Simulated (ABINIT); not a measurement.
# Input and output of a self-consistent single point for MgSn (P-6m2, 2 atoms in the cell) (ABINIT)

Computed with PBEsol, PAW (JTH v2.0 PBE PAW, files made for PBE) (plane waves; ABINIT).

The input file:

```
# MgSn, JTH v2.0 PBE PAW
pp_dirpath "./"
pseudos "Mg.GGA_PBE-JTH.xml, Sn.GGA_PBE-JTH.xml"
acell 3.5521746220 3.5521746220 4.7339580000 Angstrom
rprim
         1.0000000000   -0.0000000406    0.0000000000
        -0.4999999648    0.8660254241    0.0000000000
         0.0000000000    0.0000000000    1.0000000000
natom 2
ntypat 2
znucl 12 50
typat 1 2
xcart
         0.0000000000    0.0000000000    0.0000000000
         1.7760873527    1.0254244149    2.3669790000
      Angstrom
ecut 544 eV
pawecutdg 1088 eV
pawxcdev 0
ixc -116133
occopt 6
tsmear 0.00734986
nband 17
kptopt 1
ngkpt 11 11 7
nshiftk 1
shiftk 0 0 0
nstep 50
tolvrs 1.0e-10
prtwf 0
prtden 0
enunit 1
```

Output (repeated stretches shortened):

```
 Symmetries : space group P-6 m 2 (#187); Bravais hP (primitive hexag.)

 -outvars: echo values of preprocessed input variables --------
            acell      6.7126372118E+00  6.7126372118E+00  8.9458841446E+00 Bohr
             ecut      1.99916330E+01 Hartree
           enunit           1
              ixc     -116133
         kptrlatt       11    0    0      0   11    0      0    0    7
          kptrlen      6.26211890E+01
            natom           2
            nband          17
            ngfft          30      30      40
          ngfftdg          40      40      54
             nkpt          64
            nstep          50
             nsym          12
           ntypat           2
           occopt           6
        pawecutdg      3.99832660E+01 Hartree
         pawxcdev           0
            rprim      1.0000000000E+00 -4.0600000000E-08  0.0000000000E+00
                      -4.9999996480E-01  8.6602542410E-01  0.0000000000E+00
                       0.0000000000E+00  0.0000000000E+00  1.0000000000E+00
          spgroup         187
           tolvrs      1.00000000E-10
           tsmear      7.34986000E-03 Hartree
            typat      1  2
           useylm           1
             xred      0.0000000000E+00  0.0000000000E+00  0.0000000000E+00
                       6.6666666667E-01  3.3333333333E-01  5.0000000000E-01
            znucl       12.00000   50.00000

== DATASET  1 ==================================================================

 Real(R)+Recip(G) space primitive vectors, cartesian coordinates (Bohr,Bohr^-1):
 R(1)=  6.7126372 -0.0000003  0.0000000  G(1)=  0.1489727  0.0860094  0.0000000
 R(2)= -3.3563184  5.8133145  0.0000000  G(2)=  0.0000000  0.1720189  0.0000000
 R(3)=  0.0000000  0.0000000  8.9458841  G(3)=  0.0000000  0.0000000  0.1117832
 Unit cell volume ucvol=  3.4909229E+02 bohr^3
 Angles (23,13,12)=  9.00000000E+01  9.00000000E+01  1.20000000E+02 degrees

 Coarse grid specifications (used for wave-functions):

 getcut: wavevector=  0.0000  0.0000  0.0000  ngfft=  30  30  40
         ecut(hartree)=     19.992   => boxcut(ratio)=   2.22151

 Fine grid specifications (used for densities):

 getcut: wavevector=  0.0000  0.0000  0.0000  ngfft=  40  40  54
         ecut(hartree)=     39.983   => boxcut(ratio)=   2.09345

   8.95709879E+02                                ecore*ucvol(ha*bohr**3)

_setup2: Arith. and geom. avg. npw (full set) are    1490.764    1490.755

--- !BeginCycle
solver: {iscf: 17, nstep: 50, nline: 4, wfoptalg: 10, }
tolerances: {tolvrs: 1.00E-10, }
...

     iter   Etot(hartree)      deltaE(h)  residm     nres2
 ETOT  1  -130.05467474222    -1.301E+02 1.423E+01 3.912E+00
 ETOT  2  -133.17750496777    -3.123E+00 8.714E-02 1.879E+00
 ETOT  3  -133.16211238986     1.539E-02 1.978E-02 4.421E-01
 ETOT  4  -133.15885015642     3.262E-03 1.139E-02 9.202E-02
 ETOT  5  -133.15801635765     8.338E-04 2.111E-03 2.499E-04
 ETOT  6  -133.15803143850    -1.508E-05 1.025E-03 6.103E-05
 ETOT  7  -133.15803139964     3.886E-08 8.054E-04 6.668E-06
 ETOT  8  -133.15803139047     9.168E-09 4.123E-04 3.985E-07
 ETOT  9  -133.15803138959     8.781E-10 2.592E-04 4.286E-08
 ETOT 10  -133.15803138933     2.608E-10 2.047E-04 1.679E-09
 ETOT 11  -133.15803138934    -9.493E-12 1.052E-04 1.423E-10
 ETOT 12  -133.15803138934     3.126E-13 8.776E-05 6.897E-12

 At SCF step   12       nres2   =  6.90E-12 < tolvrs=  1.00E-10 =>converged.

 Cartesian components of stress tensor (hartree/bohr^3)
  sigma(1 1)=  1.11258496E-04  sigma(3 2)=  0.00000000E+00
  sigma(2 2)=  1.11258496E-04  sigma(3 1)=  0.00000000E+00
  sigma(3 3)=  1.06670472E-04  sigma(2 1)= -3.39180019E-13

 ----iterations are completed or convergence reached----

 reduced coordinates (array xred) for    2 atoms
       0.000000000000      0.000000000000      0.000000000000
       0.666666666667      0.333333333333      0.500000000000
 cartesian forces (eV/Angstrom) at end:
    1      0.00000000000000    -0.00000000000000    -0.00000000000000
    2     -0.00000000000000     0.00000000000000    -0.00000000000000
 frms,max,avg= 9.9162135E-27 1.6501577E-26   0.000E+00  0.000E+00  0.000E+00 e/A
 length scales=  6.712637211767  6.712637211767  8.945884144583 bohr
              =  3.552174622000  3.552174622000  4.733958000000 angstroms
 Fermi (or HOMO) energy (eV) =   5.22662   Average Vxc (eV)=  -9.31407
 Eigenvalues (   eV  ) for nkpt=  64  k points:
 kpt#   1, nband= 17, wtk=  0.00118, kpt=  0.0000  0.0000  0.0000 (reduced coord)
 -70.93569  -37.87975  -37.87975  -37.86634  -16.06144  -16.06144  -16.01090  -15.97411
 -15.97411   -4.53895    2.81690    4.03696    9.98550    9.98550   13.45196   13.45196
  13.47797
 prteigrs : prtvol=0 or 1, do not print more k-points.

--- !EnergyTerms
comment             : Components of total free energy in Hartree
kinetic             :  1.51472929708898E+01
hartree             :  4.00996060857986E+01
xc                  : -7.97900292196401E+00
Ewald energy        : -7.51211571685999E+01
psp_core            :  2.56582546338913E+00
local_psp           : -1.14387162877834E+02
spherical_terms     :  6.51657907796331E+00
internal            : -1.33158019370357E+02
'-kT*entropy'       : -1.30739735799686E-05
total_energy        : -1.33158032444331E+02
total_energy_eV     : -3.62341433488502E+03
...

-Cartesian components of stress tensor (GPa)         [Pressure= -3.2283E+00 GPa]
- sigma(1 1)=  3.27333741E+00  sigma(3 2)=  0.00000000E+00
- sigma(2 2)=  3.27333740E+00  sigma(3 1)=  0.00000000E+00
- sigma(3 3)=  3.13835310E+00  sigma(2 1)= -9.97901901E-09

 Calculation completed.
```

The run converged in 12 iterations.

The starting cell comes from a database of computed structures (which also holds hypothetical and non-ambient phases and stackings), without a prior relaxation at this level. Its lattice was rescaled by a random factor within 2.5 % of one. The potentials were made for another functional than the one used. With a pressure of about -3 GPa the cell is away from its equilibrium volume at this level.

Cost on one core of a shared machine: roughly 70 s.
